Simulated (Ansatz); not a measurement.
Results of LDA in Ansatz (plane waves, PAW) for HfAu2 (I4/mmm, No. 139; cell taken from a computed entry).

Run with plane-wave cutoff 500 eV, 22×22×22 k mesh, Fermi–Dirac smearing 0.1 eV, scalar-relativistic PAW data made under PBE.

Computed at the level's own relaxed cell.

Give the computed equilibrium volume per atom, lattice parameter a and c axis length.


* **equilibrium volume per atom**: 17.52 Å³/atom
* **lattice parameter a**: 3.498 Å
* **c axis length**: 8.591 Å

The run finds no gap.

Note: the relaxation could not lower the start's symmetry, so the cell can be a saddle point above a distorted one.

Spin–orbit coupling is not included; it can shift volumes and moduli of such heavy elements.

The result took around 12 core-minutes (rough).

Ansatz is a first-principles code.
